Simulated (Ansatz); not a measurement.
# Hypothetical CsCl type VAs: pressure series

Start from VAs in the CsCl type structure (space group Pm-3m, No. 221; a = 3.068 Å; a hypothetical phase, not in the database extracts checked).

Cell and atoms are relaxed at each pressure.

All numbers come from Ansatz (a program for electronic structure) PBE, spin-orbit coupling left out.

Notes on the quantities. enthalpy: H = E + PV relative to the base's energy.

```json
[
 {"change": "base", "volume per atom": "14.44 Å³", "enthalpy": "–"},
 {"change": "pressure −2 GPa", "volume per atom": "14.64 Å³", "enthalpy": "-0.18 eV/atom"},
 {"change": "pressure −1 GPa", "volume per atom": "14.54 Å³", "enthalpy": "-0.09 eV/atom"},
 {"change": "pressure 0.3 GPa", "volume per atom": "14.41 Å³", "enthalpy": "+0.03 eV/atom"},
 {"change": "pressure 0.7 GPa", "volume per atom": "14.38 Å³", "enthalpy": "+0.06 eV/atom"},
 {"change": "pressure 1.5 GPa", "volume per atom": "14.30 Å³", "enthalpy": "+0.13 eV/atom"},
 {"change": "pressure 3 GPa", "volume per atom": "14.17 Å³", "enthalpy": "+0.27 eV/atom"},
 {"change": "pressure 5 GPa", "volume per atom": "14.00 Å³", "enthalpy": "+0.44 eV/atom"},
 {"change": "pressure 7.5 GPa", "volume per atom": "13.81 Å³", "enthalpy": "+0.66 eV/atom"},
 {"change": "pressure 10 GPa", "volume per atom": "13.63 Å³", "enthalpy": "+0.87 eV/atom"}
]
```

Load acts through the strain it causes; cell and atoms are relaxed under it. Whether these cells are dynamically stable was not tested. Competing high-pressure phases were not computed. Starting moments died away, wholly or in part, for the base; another magnetic solution may exist. All final runs are without spin polarisation. VAs has a high density of states at the Fermi level and may be magnetic at this level.
